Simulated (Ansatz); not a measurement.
# Effect of isotropic strain −1.80 % on TiO2

The reference is TiO2 in the anatase structure (space group I4_1/amd, No. 141; a = 3.770 Å, c = 9.552 Å).

Now apply this change: the cell is scaled by 0.9820 in all directions, atoms relaxed at fixed cell.

Level of theory: PBEsol in Ansatz (plane waves to 420 eV, PAW, no spin-orbit coupling). Settings: 12×12×12 k-points, 0.05 eV Fermi–Dirac smearing.

- Volume per atom: 10.71 Å³ (base 11.31 Å³)
- Space group: I4_1/amd (No. 141) (base I4_1/amd (No. 141))
- Shortest interatomic distance: 1.889 Å (base 1.928 Å)
- Energy relative to the base (free energy F): +22 meV/atom
- Pressure (mean of the normal stresses, compression positive): 12.42 GPa (base 0.00 GPa)
- Band gap: 2.15 eV (base 2.11 eV)
- Smallest direct gap: 2.55 eV (base 2.44 eV)
- Width of the top valence band: 0.93 eV (base 0.84 eV)
- Largest internal atomic displacement: 0.019 Å

Whether these cells are dynamically stable was not tested. The final runs are not spin-polarised.

Ansatz is a quantum-chemistry and plane-wave program.
